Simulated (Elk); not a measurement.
# Elk run on Zn (P6_3/mmc, 2 atoms in the cell): self-consistent single point

Method: Elk with PBE, all-electron FP-LAPW, Elk's shipped species files, APW+lo basis with extra local orbitals.

Input as run:

```
tasks
  0

xctype
  20

rgkmax
  7.5

gmaxvr
  16.0

nxlo
  2

lorbcnd
  .true.

rmtscf
  0.98

lmaxi
  2

swidth
  0.00183747

maxscl
  100

avec
    2.5133357435   -4.3532252043    0.0000000000
    2.5133357435    4.3532252043    0.0000000000
    0.0000000000    0.0000000000    9.3541443169

atoms
  1
  'Zn.in'
  2
  0.3333333333  0.6666666667  0.2500000000    0.0 0.0 0.0
  0.6666666667  0.3333333333  0.7500000000    0.0 0.0 0.0

ngridk
  14 14 7
```

The program printed (abridged):

```
│ Elk code version 10.2.4 │

All units are atomic (Hartree, Bohr, etc.)

│ Ground-state run starting from atomic densities │

Lattice vectors :
   2.513335743      -4.353225204       0.000000000
   2.513335743       4.353225204       0.000000000
   0.000000000       0.000000000       9.354144317

Unit cell volume      :    204.6895656
Brillouin zone volume :    1.211836142

Muffin-tin inner radius fraction :   0.1000000000E-01

Nuclei treated as point charges

Species :    1 (Zn)
 parameters loaded from : Zn.in
 name : zinc
 nuclear charge    :   -30.00000000
 electronic charge :    30.00000000
 atomic mass :    119233.3129
 muffin-tin radius :    2.352000000
 number of radial points in muffin-tin :    497
 atomic positions (lattice), magnetic fields (Cartesian) :
   1 :   0.33333333  0.16666667  0.25000000    0.00000000  0.00000000  0.00000000
   2 :  -0.33333333 -0.16666667 -0.25000000    0.00000000  0.00000000  0.00000000

Total number of atoms per unit cell :    2

Spin treatment :
 spin-unpolarised

Number of Bravais lattice symmetries :   24
Number of crystal symmetries         :   24
Crystal has inversion symmetry
Real symmetric eigensolver will be used

k-point grid :     14    14     7
k-point offset :    0.000000000       0.000000000       0.000000000
k-point set is reduced with full crystal symmetry group
Total number of k-points :       96

Muffin-tin radius times maximum |G+k| :    7.500000000
 using average radius
Maximum |G+k| for APW functions       :    3.188775510
Maximum (1/2)|G+k|²                   :    5.084144627
Maximum |G| for potential and density :    16.00000000
 potential will be trimmed for |G| > 2 gkmax
Constant for pseudocharge density :    9
Radial integration step length :    4

G-vector grid sizes :     27    27    48
Number of G-vectors :    14165

Maximum angular momentum used for
 APW functions                      :    8
 outer part of muffin-tin           :    6
 inner part of muffin-tin           :    2

Total nuclear charge    :   -60.00000000
Total core charge       :    24.00000000
Total valence charge    :    36.00000000
Total excess charge     :    0.000000000
Total electronic charge :    60.00000000

Effective Wigner radius, rₛ :   0.9338675429

Number of empty states         :    8
Total number of valence states :   26
Total number of core states    :   24

Conduction state local-orbitals added automatically
Total number of local-orbitals :  164

Exchange-correlation functional :     20     0     0
 Perdew-Burke-Ernzerhof, Phys. Rev. Lett. 77, 3865 (1996)
 gradient requirement :    1
 generalised gradient approximation (GGA)

Smearing type :    3
 Fermi-Dirac
Smearing width :   0.1837470000E-02
Effective electronic temperature (K) :    580.2271348

Mixing type :    3
 Broyden mixing, J. Phys. A: Math. Gen. 17, L317 (1984)

Kohn-Sham potential initialised from atomic data

│ Self-consistent loop started │
│ Loop number : 1 │
 total energy                :     -3589.33649690
│ Loop number : 2 │
 total energy                :     -3589.58824525
RMS change in Kohn-Sham potential (target) :   0.1861536197     (  0.1000000000E-05)
Absolute change in total energy (target)   :   0.2517483510     (  0.1000000000E-03)
│ Loop number : 3 │
 total energy                :     -3589.59741258
RMS change in Kohn-Sham potential (target) :   0.1841931912     (  0.1000000000E-05)
Absolute change in total energy (target)   :   0.7210441309E-01 (  0.1000000000E-03)
│ Loop number : 4 │
 total energy                :     -3590.86651223
RMS change in Kohn-Sham potential (target) :   0.8555975173E-01 (  0.1000000000E-05)
Absolute change in total energy (target)   :    1.287125757     (  0.1000000000E-03)
│ Loop number : 5 │
 total energy                :     -3591.73390754
RMS change in Kohn-Sham potential (target) :   0.2951965249E-01 (  0.1000000000E-05)
Absolute change in total energy (target)   :    1.189176742     (  0.1000000000E-03)
│ Loop number : 6 │
 total energy                :     -3592.17056376
RMS change in Kohn-Sham potential (target) :   0.8314588702E-02 (  0.1000000000E-05)
Absolute change in total energy (target)   :   0.7339504095     (  0.1000000000E-03)
│ Loop number : 7 │
 total energy                :     -3592.34379517
RMS change in Kohn-Sham potential (target) :   0.8479550925E-03 (  0.1000000000E-05)
Absolute change in total energy (target)   :   0.3567190101     (  0.1000000000E-03)
│ Loop number : 8 │
 total energy                :     -3592.37436968
RMS change in Kohn-Sham potential (target) :   0.1289483785E-03 (  0.1000000000E-05)
Absolute change in total energy (target)   :   0.1197542609     (  0.1000000000E-03)
│ Loop number : 9 │
 total energy                :     -3592.36778000
RMS change in Kohn-Sham potential (target) :   0.6237842944E-04 (  0.1000000000E-05)
Absolute change in total energy (target)   :   0.2334889146E-01 (  0.1000000000E-03)
│ Loop number : 10 │
 total energy                :     -3592.36623314
RMS change in Kohn-Sham potential (target) :   0.4230008902E-04 (  0.1000000000E-05)
Absolute change in total energy (target)   :   0.4290362256E-02 (  0.1000000000E-03)
│ Loop number : 11 │
 total energy                :     -3592.36515590
RMS change in Kohn-Sham potential (target) :   0.2060251000E-04 (  0.1000000000E-05)
Absolute change in total energy (target)   :   0.4648090453E-05 (  0.1000000000E-03)
│ Loop number : 12 │
 total energy                :     -3592.36441881
RMS change in Kohn-Sham potential (target) :   0.3869933572E-05 (  0.1000000000E-05)
Absolute change in total energy (target)   :   0.7382516978E-03 (  0.1000000000E-03)
│ Loop number : 13 │
 total energy                :     -3592.36425053
RMS change in Kohn-Sham potential (target) :   0.2639270207E-06 (  0.1000000000E-05)
Absolute change in total energy (target)   :   0.3528492957E-03 (  0.1000000000E-03)
│ Loop number : 14 │
 total energy                :     -3592.36423192
RMS change in Kohn-Sham potential (target) :   0.1477770218E-06 (  0.1000000000E-05)
Absolute change in total energy (target)   :   0.1068194338E-03 (  0.1000000000E-03)
│ Loop number : 15 │
 total energy                :     -3592.36423041
RMS change in Kohn-Sham potential (target) :   0.4275912788E-07 (  0.1000000000E-05)
Absolute change in total energy (target)   :   0.2821292492E-04 (  0.1000000000E-03)
Convergence targets achieved

│ Loop number : 16 │

Energies :
 Fermi                       :     0.236558508454
 sum of eigenvalues          :     -2057.07784916
 electron kinetic            :      3657.82493414
 core electron kinetic       :      3231.24832958
 Coulomb                     :     -7106.72846734
 Coulomb potential           :     -5528.51841940
 nuclear-nuclear             :     -443.574853754
 electron-nuclear            :     -7797.78880777
 Hartree                     :      1134.63519418
 Madelung                    :     -4342.46925764
 xc potential                :     -186.384363898
 exchange                    :     -140.588337041
 correlation                 :     -2.87218415528
 electron entropic           :    -0.173702486884E-03
 total energy                :     -3592.36422810

Density of states at Fermi energy :    15.83400162
 (states/Hartree/unit cell)

Estimated indirect band gap :   0.1273418081E-02
 from k-point     28 to k-point     20
Estimated direct band gap   :   0.4015094603E-01
 at k-point     12

Charges :
 core                        :    24.00000000
 valence                     :    36.00000000
 interstitial                :    2.342215279
 muffin-tins (core leakage)
  species :    1 (Zn)
   atom    1                 :    28.82889236     (  0.1086033395E-03)
   atom    2                 :    28.82889236     (  0.1086033395E-03)
 total in muffin-tins        :    57.65778472
 total calculated charge     :    59.98264603
 total charge                :    60.00000000
 error                       :   0.1735397372E-01

│ Self-consistent loop stopped │
```

The run converged in 16 iterations. The count includes the last loop, which Elk runs after its targets are met.

The starting cell has typed, rounded lattice constants, without a prior relaxation at this level. Values depend on the basis (sphere radii, cutoffs, local orbitals), which need not be converged. The log's line on a gap gives a spacing of levels on this mesh, which the program prints for metals too.
